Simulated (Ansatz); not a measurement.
Worked sum: formation energy of AlFe (CsCl type, Pm-3m) from the elements

We look at the formation energy of AlFe (CsCl type, Pm-3m) from the elements. Reaction: Fe (bcc) + Al (fcc) → AlFe (CsCl type). Negative: the products are lower in energy. The value is per atom of the solid.

AlFe (CsCl type, Pm-3m), 2 atoms in the cell; spin state with PBE: net moment 0.7 μB a cell. Conventional cell: a = b = c = 2.8756 Å, α = β = γ = 90.00°.

Fe (bcc, Im-3m), 1 atom in the cell; spin state with PBE: net moment 2.2 μB a cell.

Ansatz (a quantum-chemistry and plane-wave program) with PAW potentials; structures come from PBE relaxations, nuclei static, no net charge. Ansatz runs with its PAW set soft_1. A dispersion term (D3(BJ), or D4 for r2SCAN) was computed beside these levels and is taken off wherever the name lacks it. Space groups of crystals are read within 0.01 Å. Spin states are those reached from the starting moments, not proven ground states. Where moments are parallel, another order may lie lower.

Total energies of the cells in eV, at zero smearing width. They compare only within one column; the weights balance every element.

```tsv
cell	atoms	weight	PBE
AlFe (CsCl type)	2	+1	-5018.62563
Fe (bcc)	1	−1	-4480.48774
Al (fcc)	1	−1	-537.50448
```

PBE: (-5018.62563) − (-4480.48774) − (-537.50448) = -0.633 eV; dividing by 2 atoms gives -0.32 eV/atom.

What follows from the PBE value: A formula unit of AlFe has 2 atoms, so it forms with -0.3167 × 2 = -0.633 eV, or -61.1 kJ/mol at 96.485 kJ/mol per eV.
